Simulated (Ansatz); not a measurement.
A thin film of CdTe (zinc blende, F-43m) is deposited stress-free at 800 K on a thick substrate of Si in the diamond structure and cooled to 300 K. Take the in-plane direction as the cubic or basal-plane axis of each crystal, and these free lattice constants from quasi-harmonic approximation on LDA density-functional theory in Ansatz (plane waves, PAW).

```
crystal  a at 300 K (Å)  a at 800 K (Å)
-------  --------------  --------------
CdTe            6.41936         6.43895
Si              5.41145         5.42108
```

 Spin-orbit coupling is not included.

Q: What in-plane thermal strain does the film carry at 300 K, and is it tensile or compressive?

A: With logarithmic strains ln(a_hot/a_300): left free, the film would shrink by 0.305 % and the substrate by 0.178 %. The film is held to the substrate, so its strain is 0.127 %: tensile. Plastic relief and phase changes are ignored.

Ansatz is a first-principles code.
